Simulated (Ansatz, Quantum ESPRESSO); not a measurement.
## Code comparison for LaMg6Mo (P1, 8 atoms in the cell)

Self-consistent single point, at a second geometry (atoms moved at random). First geometry:

```
LaMg6Mo
1.0
    4.98914     0.00000     0.00000
    0.00000     3.24505     5.78493
    0.00000    -3.24505     5.78493
La Mg Mo
1 6 1
Direct
  0.00000   0.80096   0.80096
  0.00000   0.33147   0.81347
  0.00000   0.81347   0.33147
  0.00000   0.33523   0.33523
  0.50000   0.18991   0.66607
  0.50000   0.66607   0.18991
  0.50000   0.17152   0.17152
  0.50000   0.69135   0.69135
```

Second geometry:
```
CELL_PARAMETERS angstrom
      4.98914     0.00000     0.00000
      0.00000     3.24505     5.78493
      0.00000    -3.24505     5.78493
ATOMIC_POSITIONS crystal
  La 0.00269 0.80179 0.79797
  Mg 0.01155 0.33223 0.81227
  Mg 0.99937 0.82576 0.32293
  Mg 0.98284 0.32842 0.34498
  Mg 0.49260 0.19144 0.66377
  Mg 0.50404 0.67458 0.18918
  Mg 0.50165 0.16855 0.17539
  Mo 0.50527 0.67720 0.69347
```

Shared settings, as Ansatz (a first-principles code) writes them: kpoints.mp_grid.grid = 4 3 3; scf.occupations.method = gaussian; scf.occupations.width = 0.05 eV. Potentials and cutoffs stand in the table.

```json
[
 {"code": "Quantum ESPRESSO", "model": "LDA (PZ), GBRV 1.5 ultrasoft (LDA) pseudopotentials", "ΔF from the first geometry (meV/atom)": "7.3", "pressure (GPa)": "-4.02", "largest force (eV/Å)": "0.446", "cutoff": "40 Ry"},
 {"code": "Ansatz", "model": "LDA (PW92), PAW files made with PBE", "ΔF from the first geometry (meV/atom)": "7.5", "pressure (GPa)": "-4.08", "largest force (eV/Å)": "0.474", "cutoff": "default"}
]
```

Size of the force on each atom (eV/Å): Sizes of forces hide their directions.

```tsv
code	La1	Mg2	Mg3	Mg4	Mg5	Mg6	Mg7	Mo8
Quantum ESPRESSO	0.446	0.209	0.245	0.376	0.236	0.169	0.140	0.370
Ansatz	0.474	0.209	0.242	0.374	0.236	0.168	0.139	0.399
```

On Ansatz's run: spin polarisation is off.

The spread over the programs that give each value: ΔF from the first geometry within 0.2 meV/atom; pressure within 0.06 GPa; largest force within 0.028 eV/Å.

Ansatz's pressure is given at a fixed set of plane waves, as the other plane-wave codes print theirs. The same LDA comes in different parametrisations, which differ slightly.

The starting cell comes from a database of computed structures (which also holds hypothetical and non-ambient phases and stackings), without a prior relaxation at this level. Its lattice was rescaled by a random factor within 2.5 % of one. For this run, on top of that: atoms moved at random.

Left out of this page: CP2K (unsound by tests on forces, stress, charge or solver warnings).

Keys are those of Ansatz 0.2.
